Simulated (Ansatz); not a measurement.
# MnO: magnetic orders

The parent structure is MnO in the rock salt structure (space group Fm-3m, No. 225; ferromagnetic).

Space group Fm-3m (No. 225); a = b = c = 4.477 Å, α = β = γ = 90.00°

| atom | site | symmetry | x | y | z |
|---|---|---|---|---|---|
| O | 4a | m-3m | 0.0000 | 0.0000 | 0.0000 |
| Mn | 4b | m-3m | 0.5000 | 0.5000 | 0.5000 |
(The calculation used a cell of 2 atoms; values per cell refer to that cell.)

Each order is relaxed in cell and atoms; arrows give the starting signs on the magnetic atoms.

Level of theory: plane-wave PAW DFT at the PBEsol+U (U_eff on d states: Mn 3.90 eV) level (Ansatz, an electronic-structure program, 420 eV), scalar-relativistic without spin-orbit coupling.

Notes on the quantities. energy relative to the base: σ→0; to 0.01 eV only: unlike meshes or grids; space group: of the atoms, moments ignored.

```tsv
change	band gap	energy relative to the base	space group	volume per atom
base	zero	0.00 eV/atom	Fm-3m (No. 225)	11.22 Å³
↑↓ start, q = (0, 0, 1/2), 4 atoms	1.60 eV	-0.04 eV/atom	R-3m (No. 166)	11.02 Å³
↑↓ start, q = (0, 1/2, 1/2), 4 atoms	[?]	[?]	[?]	[?]
non-magnetic	zero	+1.83 eV/atom	Fm-3m (No. 225)	8.60 Å³
```

Question: Complete the table.

Answer: 
- ↑↓ start, q = (0, 1/2, 1/2), 4 atoms, band gap: 0.48 eV
- ↑↓ start, q = (0, 1/2, 1/2), 4 atoms, energy relative to the base: -0.02 eV/atom
- ↑↓ start, q = (0, 1/2, 1/2), 4 atoms, space group: I4/mmm (No. 139)
- ↑↓ start, q = (0, 1/2, 1/2), 4 atoms, volume per atom: 11.11 Å³

Other magnetic orders, which the real material may have, were not ruled out. No phonon test of stability was made. Spin-polarised in the final run: ↑↓ start, q = (0, 0, 1/2), 4 atoms, base and ↑↓ start, q = (0, 1/2, 1/2), 4 atoms; the other runs are not. In its common phase, real MnO is an antiferromagnetic insulator at low temperature. The U values are a database's picks, fitted on other projectors than the ortho-atomic ones used here.
